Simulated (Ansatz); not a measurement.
Al vacancy + O vacancy in corundum (start: the Al site; O 1.87 Å away; 120-site cell, 2×2×2 Γ-centred sampling). All values below come from PBE, PAW (plane waves to 420 eV; Ansatz, a program for electronic structure). Total energies of the localised charge states, counted from that of charge +1, and their image corrections (point charge with alignment); the host's valence-band maximum lies at 7.358 eV on the cells' energy zero and its gap is 5.85 eV.

```json
[
 {"charge": "+1", "moment (μB)": "2.0", "E − E(first) (eV)": "0.000", "correction (eV)": "-0.157"},
 {"charge": "0", "moment (μB)": "1.0", "E − E(first) (eV)": "7.550", "correction (eV)": "0.000"},
 {"charge": "−1", "moment (μB)": "0.0", "E − E(first) (eV)": "15.337", "correction (eV)": "0.440"}
]
```

### Question
Derive the transition levels above the valence-band maximum and say which of them are thermodynamic.

### Answer
A level is the Fermi energy at which two charges have equal formation energy: ε(q/q′) = [E(q′) + corr(q′) − E(q) − corr(q)] / (q − q′) − E_VBM.
ε(+1/0) = [(7.550 + 0.000) − (0.000 + -0.157)] / 1 − 7.358 = 0.35 eV
ε(0/−1) = [(15.337 + 0.440) − (7.550 + 0.000)] / 1 − 7.358 = 0.87 eV
Thermodynamic levels at least 0.1 eV inside the gap: (+1/0) at 0.35 eV; (0/−1) at 0.87 eV. They hold to tenths of an eV in this cell. Only the charges listed were compared. The geometries come from one start. Flagged in the runs: a host whose relaxation on this sampling wasn't shown to rest.
